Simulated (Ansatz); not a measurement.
A periodic model of amorphous Si30C12N24:

```xyz
66
Lattice="8.9688 -0.1041 -0.1233 -0.1041 9.2640 0.4218 -0.1233 0.4218 9.6384" Properties=species:S:1:pos:R:3 pbc="T T T"
Si     8.3122     2.7728     0.4800
Si     0.4368     7.7154     7.3190
Si     2.1571     6.4988     3.2423
Si     8.4966     7.3674     3.7080
Si     7.7652     6.2934     9.0186
Si     1.6950     1.0595     0.5587
Si     1.7145     5.7409     5.6192
Si     7.1592     2.7390     4.4439
Si     5.4940     8.8904     8.9951
Si     0.0839     0.4946     5.2912
Si     3.0845     4.2185     4.7854
Si     7.0922     4.8363     2.2619
Si     4.5043     6.6684     4.9300
Si     1.2043     7.6624     0.9170
Si     4.9588     4.0809     6.6534
Si     7.3920     0.3267     1.2819
Si     8.4515     0.9298     8.2058
Si     7.8207     4.9375     5.9136
Si     0.1471     4.0895     4.2530
Si     3.2552     6.6762     7.9718
Si     2.2379     2.9255     2.1276
Si     3.6997     9.1883     3.2220
Si     3.6837     3.4986     9.1969
Si     5.0127     4.3487     2.5710
Si     1.7861     1.4793     4.0980
Si     6.1045     6.8887     7.0418
Si     3.7498     1.3433     5.3681
Si     6.3125     9.1373     4.5962
Si     6.5886     2.5358     7.6929
Si     2.7122     0.7316     7.5608
C      5.5234     9.0916     1.0360
C      1.7758     3.3642     3.7906
C      8.0004     5.5403     3.7909
C      3.1029     8.3522     0.6188
C      4.2128     8.8048     1.4977
C      3.5147     8.4959     8.7913
C      3.7109     3.7043     1.3908
C      4.5349     5.9182     6.7227
C      0.7583     0.4020     7.0630
C      6.6265     3.5577     6.0699
C      0.0427     9.2699     0.7778
C      3.0554     4.9911     0.8500
N      3.3690     7.6211     3.9598
N      4.8431     0.6872     3.9970
N      6.6827     0.7729     7.7157
N      8.1319     2.7071     8.4457
N      3.1159     5.3142     9.1258
N      4.2851     5.1770     3.9196
N     -0.0827     8.0316     5.4990
N      1.8926     6.8598     6.9105
N      7.7980     4.5359     0.6240
N      0.8370     7.4617     2.6527
N      0.3040     7.2221     9.1360
N      2.6461     2.0846     8.8421
N      1.0214     2.6848     1.0057
N      5.8725     7.6878     5.4812
N      6.2905     7.3397     8.7345
N      7.2775     8.5886     3.2056
N      0.4792     4.5690     5.9382
N      7.4603     1.0644     4.8667
N      3.8904     3.0516     5.7389
N      2.4156     5.9023     1.5350
N      2.4386     1.0656     2.4033
N      7.7077     6.1254     7.1799
N      5.1388     3.3749     8.2573
N      6.3529     3.2960     3.0025
```

These are PBE, scalar-relativistic without spin-orbit coupling (plane waves to 420 eV, PAW; Ansatz, a quantum-chemistry and plane-wave program) values and carry that method's errors.

A CHGNet melt-quench gave the starting glass, which DFT then relaxed. N atoms were pushed apart under 1.9 Å during the dynamics, to hinder bonds among them. The hot cell started wider than the set density and was brought back towards it in steps. It is the lowest in DFT energy of 8 quenches. It is a model cell: composition and starting density were chosen by hand, and all elements were melted together. No dispersion term was used. Its density started from a set value of 2.88 and ended at 2.75 g/cm³. The quench (nominally 200 K/ps over its main leg) was far faster than any real one, so the model tends to hold more defects than a real film. A cell of this size samples the disorder only roughly. Volume and shape were free in the relaxation. Stress components on the final sampling reach 3.2 GPa. On a 2×2×2 Γ-centred mesh force components of up to 0.31 eV/Å stay, since the relaxation ran on the zone centre alone. Cycles of charging lowered its energy after that relaxation.

Neighbours within Si-Si 2.60 Å, Si-C 2.19 Å, Si-N 2.38 Å, C-C 1.78 Å, C-N 1.76 Å, N-N 1.70 Å count as bonded. Two cations that share two anions don't count as bonded, nor two that share one unless they lie closer than Si-Si 2.38 Å, Si-C 2.00 Å, C-C 1.63 Å.

Give the coordination numbers, mean bond lengths and angles.


The mean coordination of Si is 3.97 (3 with 3, 25 with 4, 2 with 5). The mean coordination of C is 3.58 (5 with 3, 7 with 4). The mean coordination of N comes out as 3.08 (22 with 3, 2 with 4), the mean Si-N bond comes out as 1.800 Å (spread 0.093 Å, 72 counted) and the mean Si-C bond comes out as 1.912 Å (spread 0.071 Å, 33 counted). The mean Si-Si bond comes out as 2.341 Å (spread 0.128 Å, 7 counted) and the mean C-C bond is 1.508 Å (spread 0.062 Å, 4 counted). The bond angle at Si comes out as mean 108.6°, spread 16.0° and the bond angle at C is mean 111.4°, spread 13.4°. The bond angle at N comes out as mean 115.5°, spread 18.2°.

Which atoms depart from the most common coordination of their element?

Si1 has 3 (N55 1.74 Å, N46 1.74 Å, N51 1.84 Å); Si2 has 5 (N50 1.74 Å, N53 1.89 Å, N49 1.92 Å, C39 1.97 Å, N64 2.26 Å); Si14 has 5 (N52 1.79 Å, N53 1.83 Å, C41 1.99 Å, C34 2.04 Å, N62 2.22 Å; Si6 at 2.69 Å just beyond); Si16 has 3 (N58 1.81 Å, C31 1.95 Å, C41 2.06 Å); Si18 has 3 (N59 1.70 Å, N64 1.74 Å, C40 1.83 Å; C33 at 2.21 Å just beyond); C31 has 3 (C35 1.42 Å, Si9 1.79 Å, Si16 1.95 Å); C33 has 3 (Si4 1.90 Å, Si12 1.91 Å, Si19 1.94 Å; Si18 at 2.21 Å just beyond); C34 has 3 (C35 1.49 Å, C36 1.59 Å, Si14 2.04 Å); C35 has 3 (C31 1.42 Å, C34 1.49 Å, Si22 1.84 Å); C42 has 3 (N62 1.31 Å, N47 1.38 Å, C37 1.54 Å); N63 has 4 (Si22 1.82 Å, Si25 1.86 Å, Si21 1.89 Å, Si6 1.99 Å); N64 has 4 (Si18 1.74 Å, Si26 1.78 Å, Si5 1.85 Å, Si2 2.26 Å).
